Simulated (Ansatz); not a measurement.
## A computed series for Ta: response to strain

The reference is Ta in the bcc (W type) structure (space group Im-3m, No. 229; a = 3.2823 Å; relaxed with 0.1 eV smearing). Axes: x, y, z lie along the cube axes.

Strains are applied to the cell and any free atomic positions relax.

All numbers come from PBEsol (Ansatz, an electronic-structure program; PAW; 420 eV plane waves; no SOC).

Notes on the quantities. energy relative to the base: free energy F.

```json
[
 {"uniaxial strain ε_zz (%)": "0", "energy relative to the base (meV/atom)": "0.0"},
 {"uniaxial strain ε_zz (%)": "0.5", "energy relative to the base (meV/atom)": "0.4"},
 {"uniaxial strain ε_zz (%)": "1", "energy relative to the base (meV/atom)": "1.5"},
 {"uniaxial strain ε_zz (%)": "1.5", "energy relative to the base (meV/atom)": "3.4"},
 {"uniaxial strain ε_zz (%)": "2", "energy relative to the base (meV/atom)": "6.0"},
 {"uniaxial strain ε_zz (%)": "2.5", "energy relative to the base (meV/atom)": "?"},
 {"uniaxial strain ε_zz (%)": "3", "energy relative to the base (meV/atom)": "13.3"}
]
```

Q: Fit ΔE = Aε² + Bε³ (ε in %) to the rows shown and predict the withheld row.

A: Least squares on the printed values gives A = 1.54 and B = -0.021 meV/atom (largest residual 0.0 meV/atom); this predicts 9.3 meV/atom, and the run gives 9.3 meV/atom, in agreement.

Whether these cells are dynamically stable was not tested. All final runs are without spin polarisation.
